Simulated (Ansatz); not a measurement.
Base system: Cs in the bcc (W type) structure (space group Im-3m, No. 229; a = 6.0072 Å; relaxed with 0.1 eV smearing). Axes: x, y, z lie along the cube axes.

Computed with PBEsol (Ansatz, a quantum-chemistry and plane-wave program), no spin-orbit coupling.

Now apply this change: biaxial strain +2.50 %, plane normal [001], relaxed out of plane (Cartesian); in-plane vectors clamped, the third vector and the atoms free.

Problem. What happens to the energy relative to the base?

Solution. The energy increases by 0.6 meV/atom.

Problem. How does this affect the in-plane stress?

Solution. The mean in-plane stress (compression positive) amounts to 0.0 GPa.

Problem. What does the calculation give for the out-of-plane strain after the change?

Solution. The out-of-plane strain is -3.50 %.

No phonon test of stability was made. The final runs are not spin-polarised.
